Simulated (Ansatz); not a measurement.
Bond-angle distributions (per cent of the angles at each element, bins of 10°) of a relaxed model of amorphous Ti$_{20}$O$_{41}$Ba at 3.74 g/cm³. The numbers are results of PBE, scalar-relativistic without spin-orbit coupling (plane waves to 420 eV, PAW; Ansatz, an electronic-structure program), not measurements.

It comes from a melt-quench run on a machine-learned potential (CHGNet), relaxed afterwards by DFT. O atoms were pushed apart under 1.9 Å during the dynamics, to hinder bonds among them. The hot cell started wider than the set density and was brought back towards it in steps. It is the lowest in DFT energy of 2 quenches. It is a model cell: composition and starting density were chosen by hand, and all elements were melted together. No dispersion term was used. Its density started from a set value of 3.74 and ended at 3.74 g/cm³. Cooling (nominally 240 K/ps over its main leg) ran many orders faster than in experiment, which tends to leave more defects and strain. One small periodic cell is one sample of the glass; other quenches scatter about these values. The volume was held where the preparation left it and the shape relaxed, at a PBE pressure of -0.3 GPa (tension).

Neighbours within Ti-Ti 3.12 Å, Ti-O 2.64 Å, Ti-Ba 3.93 Å, O-O 1.58 Å, O-Ba 3.37 Å, Ba-Ba 4.73 Å count as bonded. Two cations that share two anions don't count as bonded, nor two that share one unless they lie closer than Ti-Ti 3.04 Å, Ti-Ba 3.82 Å, Ba-Ba 4.60 Å.

```csv
angle (°),at Ti,at O,at Ba
50-60,0,0,8
60-70,1,0,8
70-80,19,0,19
80-90,15,4,8
90-100,22,20,8
100-110,12,23,6
110-120,7,10,11
120-130,4,16,8
130-140,4,11,6
140-150,4,9,6
150-160,5,3,6
160-170,4,3,3
170-180,2,1,0
```

They go with these counts of neighbours within the cut-offs, cation contacts included: Ti mean 5.5, most often 6; O mean 2.9, most often 3; Ba mean 9.0, most often 9.
